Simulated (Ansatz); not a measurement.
**Hypothetical rock salt ZrSi: response to strain**

Base system: ZrSi in the rock salt structure (space group Fm-3m, No. 225; a hypothetical phase, not in the database extracts checked; relaxed with 0.1 eV smearing).

```
ZrSi
1.0
    0.00000     2.69866     2.69866
    2.69866     0.00000     2.69866
    2.69866     2.69866     0.00000
Si Zr
1 1
Direct
  0.00000   0.00000   0.00000
  0.50000   0.50000   0.50000
```

Cartesian axes are those of the cell as printed.

Strains are applied to the cell and any free atomic positions relax; under biaxial strain the out-of-plane vector relaxes too.

Level of theory: Ansatz (a program for electronic structure), PBE, PAW, cutoff 420 eV, spin-orbit coupling left out, earlier PAW set.

Notes on the quantities. energy relative to the base: free energy F.

```tsv
change	volume per atom	energy relative to the base	space group
base	19.65 Å³	0 meV/atom	Fm-3m (No. 225)
biaxial strain −2.33 %, plane normal [001], relaxed out of plane	18.88 Å³	+21 meV/atom	I4/mmm (No. 139)
biaxial strain −0.75 %, plane normal [001], relaxed out of plane	19.40 Å³	+2.0 meV/atom	I4/mmm (No. 139)
biaxial strain −2.73 %, plane normal [110], relaxed out of plane	19.09 Å³	+17 meV/atom	Immm (No. 71)
uniaxial strain ε_xx = +0.47 %	19.75 Å³	+0.3 meV/atom	I4/mmm (No. 139)
uniaxial strain ε_xx = +0.96 %	19.84 Å³	+1.4 meV/atom	I4/mmm (No. 139)
uniaxial strain ε_yy = −1.30 %	19.40 Å³	+2.8 meV/atom	I4/mmm (No. 139)
uniaxial strain ε_yy = −1.01 %	19.46 Å³	+1.7 meV/atom	I4/mmm (No. 139)
uniaxial strain ε_zz = +0.90 %	19.83 Å³	+1.3 meV/atom	I4/mmm (No. 139)
tensor shear ε_xy = +1.09 %	19.65 Å³	+0.6 meV/atom	Immm (No. 71)
```

Stability against distortions was not tested. All final runs are without spin polarisation.
